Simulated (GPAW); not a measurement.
A user runs GPAW on Mg6MnSb (Amm2, 8 atoms in the cell) and asks whether the run is sound. The aim is a self-consistent single point with DFT PBEsol, plane waves, GPAW PAW datasets PBEsol (made by gpaw-setup).

Cell that was meant: a = 5.0642 Å, b = 6.2477 Å, c = 6.2477 Å, α = 60.65°, β = 90.00°, γ = 90.00°.

Part of the input:

```python
calc = GPAW(spinpol=True,
            mode=PW(800),
            xc='PBEsol',
            occupations={'name': 'methfessel-paxton', 'width': 0.136, 'order': 0},
            nbands=-14,
            convergence={'forces': 0.001},
            symmetry={'symmorphic': False, 'tolerance': 0.0005},
```

Output (repeated stretches shortened):

```
Input parameters:
  convergence: {forces: 0.001}
  maxiter: 100
  mode: {ecut: 800.0,
         name: pw}
  nbands: -14
   [... lines left out ...]
   7 Sb     2.532080    0.000000    7.243488    ( 0.0000,  0.0000,  0.0000)

Unit cell:
           periodic     x           y           z      points  spacing
  1. axis:    yes    5.064160    0.000000    0.000000    35     0.1447
  2. axis:    yes    0.000000    3.154660    5.392710    42     0.1297
  3. axis:    yes    0.000000   -3.154660    5.392710    42     0.1297

  Lengths:   5.064160   6.247656   6.247656
  Angles:   60.654075  90.000000  90.000000

Effective grid spacing dv^(1/3) = 0.1408
     iter     time        total  log10-change:         magmom
                         energy   eigst   dens  force
iter:   1 --:--:--   -27.177320                          +4.0154
iter:   2 --:--:--   -27.085181   -0.37  -1.60           +3.9132
iter:   3 --:--:--   -26.964233   -1.24  -1.63           +3.9840
iter:   4 --:--:--   -26.923539   -1.94  -1.67           +3.9963
iter:   5 --:--:--   -26.881029   -2.11  -1.79           +3.9946
iter:   6 --:--:--   -26.884374c  -3.10  -2.25           +3.9979
iter:   7 --:--:--   -26.867090c  -3.25  -2.34           +3.9976
   [... lines left out ...]
iter:  13 --:--:--   -26.868183c  -5.69  -3.53           +4.0000
iter:  14 --:--:--   -26.868142c  -5.84  -3.60           +4.0000
iter:  15 --:--:--   -26.868142c  -6.94  -3.92           +4.0000
iter:  16 --:--:--   -26.868159c  -6.73  -3.97           +4.0000
iter:  17 --:--:--   -26.868164c  -6.67  -4.10c          +4.0000
iter:  18 --:--:--   -26.868164c  -7.58c -4.17c          +4.0000
iter:  19 --:--:--   -26.868161c  -6.78  -4.21c          +4.0000
iter:  20 --:--:--   -26.868159c  -7.45c -4.49c -1.67    +4.0000
iter:  21 --:--:--   -26.868158c  -8.30c -4.61c -3.05c   +4.0000
Converged after 21 iterations.

Dipole moment: (-0.000000, -0.000000, 0.951824) |e|*Ang

Total magnetic moment: (0.000000, 0.000000, 4.000000)
Local magnetic moments:
   0 Mg ( 0.000000,  0.000000,  0.000157)
   1 Mg ( 0.000000,  0.000000,  0.000157)
   2 Mg ( 0.000000,  0.000000, -0.007114)
   3 Mg ( 0.000000,  0.000000, -0.002109)
   4 Mg ( 0.000000,  0.000000, -0.002109)
   5 Mg ( 0.000000,  0.000000, -0.002234)
   6 Mn ( 0.000000,  0.000000,  3.708842)
   7 Sb ( 0.000000,  0.000000, -0.044623)

Energy contributions relative to reference atoms: (reference = -240314.208130)

Kinetic:         -5.904428
Potential:      +14.092048
External:        +0.000000
XC:             -35.117852
Entropy (-ST):   -0.000105
Local:           +0.062126
SIC:             +0.000000
   [... lines left out ...]
Free energy:    -26.868211
Fermi level: 4.73593
Gap: 0.699 eV
   [... lines left out ...]
  3 Mg    0.00000   -0.04454    0.20223
  4 Mg    0.00000    0.04454    0.20223
  5 Mg    0.00000    0.00000   -0.13371
  6 Mn    0.00000    0.00000   -0.36235
  7 Sb    0.00000    0.00000    0.08159

Stress tensor:
     0.041530     0.000000     0.000000
     0.000000     0.001317    -0.000000
     0.000000    -0.000000    -0.009824
Stress (GPa, Voigt): [ 6.6538  0.211  -1.574  -0.      0.      0.    ]
```

Question: Is anything amiss in this input, and did it matter?

Answer: The run is not sound. The fault is a single k-point for a small metallic cell. One k-point cannot sample the Fermi surface of a small cell. To fix it, use a converged k-point mesh. The run converged in 21 iterations without an error; against the sound input the free energy goes down by 130 meV/atom, the pressure goes from -1.40 to -1.76 GPa, the largest force goes from 0.086 to 0.362 eV/Å and the size of the net moment goes from 0.46 to 0.50 μB/atom.

The sound input it was made from differs as follows (other fixes are possible):
```diff
+            kpts={'size': (4, 3, 3), 'gamma': True},
```

With that input, the run converged in 24 iterations: free energy E − TS (from the program's reference atoms) -25.8289 eV; Fermi level (on the code's own zero) 4.83 eV; pressure -1.40 GPa; largest force (vector length) 0.086 eV/Å; size of the cell's spin moment 3.67 μB (DFT PBEsol, plane waves, GPAW PAW datasets PBEsol (made by gpaw-setup)).

On the sound input: the starting cell comes from a database of computed structures (which also holds hypothetical and non-ambient phases and stackings), without a prior relaxation at this level. Spin-orbit coupling is off. With one magnetic atom in the cell only a parallel order is possible. Without a gap this mesh is coarse (it stands for a supercell whose shortest vector is 19 Å). The log's line on a gap gives a spacing of levels on this mesh, which the program prints for metals too.
